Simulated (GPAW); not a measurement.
# GPAW run on Li (Im-3m, 1 atom in the cell): self-consistent single point

Method of the run: PBE, GPAW PAW datasets PBE (gpaw-data 1.0.1) (plane waves; GPAW).

This input was run:

```python
from ase import Atoms
from ase.units import GPa
from gpaw import GPAW

atoms = Atoms(['Li'],
              cell=[[-1.745000, 1.745000, 1.745000],
                    [1.745000, -1.745000, 1.745000],
                    [1.745000, 1.745000, -1.745000]],
              scaled_positions=[[0.000000, 0.000000, 0.000000]],
              pbc=True)

calc = GPAW(mode={'name': 'pw', 'ecut': 600},
            xc='PBE',
            kpts=(11, 11, 11),
            occupations={'name': 'methfessel-paxton', 'width': 0.136, 'order': 0},
            nbands=-5,
            convergence={'density': 1e-05},
            symmetry={'symmorphic': False, 'tolerance': 0.0005},
            maxiter=120)

atoms.calc = calc

energy = atoms.get_potential_energy()
print('Energy (eV):', round(energy, 6))
forces = atoms.get_forces()
print('Forces (eV/Ang):')
print(forces.round(5))
stress = atoms.get_stress()
print('Stress (GPa, Voigt):', (stress / GPa).round(4))
```

The program printed (abridged):

```
Input parameters:
  convergence: {density: 1e-05}
  kpts: [11 11 11]
  maxiter: 120
  mode: {ecut: 600,
         name: pw}
  nbands: -5
  occupations: {name: methfessel-paxton,
                order: 0,
                width: 0.136}
  symmetry: {symmorphic: False,
             tolerance: 0.0005}
  xc: PBE

species:
  Li:
    name: Lithium
    Z: 3.0
    valence: 1
    core: 2
    charge: 0.0
    file: Li.PBE.gz

    # Using partial waves for Li as LCAO basis

Reference energy: -202.787820  # eV

Spin-paired calculation

Convergence criteria:
 Maximum [total energy] change in last 3 cyles: 0.0005 eV / valence electron
 Maximum integral of absolute [dens]ity change: 1e-05 electrons / valence electron
 Maximum integral of absolute [eigenst]ate change: 4e-08 eV^2 / valence electron
 Maximum number of scf [iter]ations: 120

Symmetries present (total): 48
Symmetries with fractional translations: 0
1331 k-points: 11 x 11 x 11 Monkhorst-Pack grid
56 k-points in the irreducible part of the Brillouin zone
       k-points in crystal coordinates                weights
   0:     0.00000000    0.00000000    0.00000000          1/1331
   1:     0.09090909    0.00000000    0.00000000         12/1331
   2:     0.09090909    0.09090909   -0.09090909          6/1331
   [... 7 lines left out ...]
          ...
  55:     0.45454545    0.45454545    0.45454545          8/1331

Wave functions: Plane wave expansion
  Cutoff energy: 600.000 eV
  Number of coefficients (min, max): 683, 719
  Pulay-stress correction: 0.000000 eV/Ang^3 (de/decut=0.000000)

Occupation numbers: Methfessel-Paxton:
  width: 0.1360  # eV
  order: 0

Eigensolver

Densities:
  Coarse grid: 18*18*18 grid
  Fine grid: 36*36*36 grid
  Total Charge: 0.000000

Density mixing:
  Method: separate
  Backend: pulay
  Linear mixing parameter: 0.05
  old densities: 5
  Damping of long wavelength oscillations: 50

Hamiltonian:
  XC and Coulomb potentials evaluated on a 36*36*36 grid
  External potential:
    NoExternalPotential

XC parameters: PBE with 2 nearest neighbor stencil

Number of atoms: 1
Number of atomic orbitals: 4
Number of bands in calculation: 5
Number of valence electrons: 1
Bands to converge: occupied

Density initialized from atomic densities
  4 bands from LCAO basis set
  1 band from random numbers

Atomic positions and initial magnetic moments

Positions:
   0 Li     0.000000    0.000000    0.000000    ( 0.0000,  0.0000,  0.0000)

Unit cell:
           periodic     x           y           z      points  spacing
  1. axis:    yes   -1.745000    1.745000    1.745000    18     0.1371
  2. axis:    yes    1.745000   -1.745000    1.745000    18     0.1371
  3. axis:    yes    1.745000    1.745000   -1.745000    18     0.1371

  Lengths:   3.022429   3.022429   3.022429
  Angles:  109.471221 109.471221 109.471221

Effective grid spacing dv^(1/3) = 0.1539

     iter     time        total  log10-change:
                         energy   eigst   dens
iter:   1 --:--:--    -1.913580
iter:   2 --:--:--    -1.912765   -2.06  -1.27
iter:   3 --:--:--    -1.987606   -2.06  -1.26
iter:   4 --:--:--    -1.902656   -2.23  -0.99
iter:   5 --:--:--    -1.902556   -4.24  -2.94
iter:   6 --:--:--    -1.902534c  -5.70  -2.42
iter:   7 --:--:--    -1.902507c  -5.13  -2.78
iter:   8 --:--:--    -1.902507c  -6.56  -3.42
iter:   9 --:--:--    -1.902507c  -7.89c -3.86
iter:  10 --:--:--    -1.902507c  -8.85c -3.81
iter:  11 --:--:--    -1.902507c -10.70c -4.39
iter:  12 --:--:--    -1.902507c -11.47c -4.93
iter:  13 --:--:--    -1.902507c -10.63c -4.83
iter:  14 --:--:--    -1.902507c -11.95c -6.77c

Converged after 14 iterations.

Dipole moment: (-0.000000, -0.000000, -0.000000) |e|*Ang

Energy contributions relative to reference atoms: (reference = -202.787820)

Kinetic:         +1.629744
Potential:       -1.445268
External:        +0.000000
XC:              -2.077728
Entropy (-ST):   -0.004042
Local:           -0.007233
SIC:             +0.000000
--------------------------
Free energy:     -1.904528
Extrapolated:    -1.902507

Showing only first 2 kpts
 Kpt  Band  Eigenvalues  Occupancy
  0     0     -3.28426    2.00000
  0     1     14.45554    0.00000

  1     0     -3.12999    2.00000
  1     1     13.40058    0.00000

Fermi level: 0.24875

No gap
No difference between direct/indirect transitions
Energy (eV): -1.902507

Forces in eV/Ang:
  0 Li    0.00000   -0.00000   -0.00000

Stress tensor:
     0.003796    -0.000000    -0.000000
    -0.000000     0.003796     0.000000
    -0.000000     0.000000     0.003796
Stress (GPa, Voigt): [ 0.6082  0.6082  0.6082  0.     -0.     -0.    ]
```

The run converged in 14 iterations. GPAW prints stress with tension positive.

The starting cell has typed, rounded lattice constants, without a prior relaxation at this level.
